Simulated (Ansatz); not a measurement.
Defect: interstitial Si in 4H silicon carbide, charge state +2. The step: a concerted move, in which Si travels most; the atom moves 1.67 Å along (0.38, -0.23, 0.01) of the unit cell; the moving atom starts with neighbours 3 C at 1.87; 3 Si at 2.30, 3 Si at 2.38 Å and ends with C at 1.77, C at 1.88, 2 C at 1.95; Si at 2.16 Å. DFT values are from Ansatz (plane-wave PAW, 420 eV unless said) in a cell of 72 host sites, spin-restricted, static, with no finite-size correction. The charge state is imposed; whether it is stable for some Fermi level was not computed. Sites that were not tried may lie lower. For the PBE band: the saddle point's order was not checked.

| Level | Forward barrier (eV) | Cost of the band or of the saddle's single point |
|---|---|---|
| CHGNet universal potential (has no charge state), its own band | 1.20 | - |
| PBE, the Γ point alone, band relaxed | 1.44 | about 8 core-minutes (a rough figure) |
| PBE, a 2×2×2 k-point mesh shifted by half a step along c, same geometries | 1.57 | about 80 core-seconds (a rough figure) |
| r2SCAN at 500 eV, the Γ point alone, same geometries | … | roughly 50 core-seconds |

Question: What belongs in the gaps?

Answer: 
- r2SCAN at 500 eV, the Γ point alone, same geometries, Forward barrier (eV): 1.52

At the Γ point alone and the same geometries, HSE06 less PBE is +0.11 eV for this barrier.

Ansatz is a program for electronic structure.
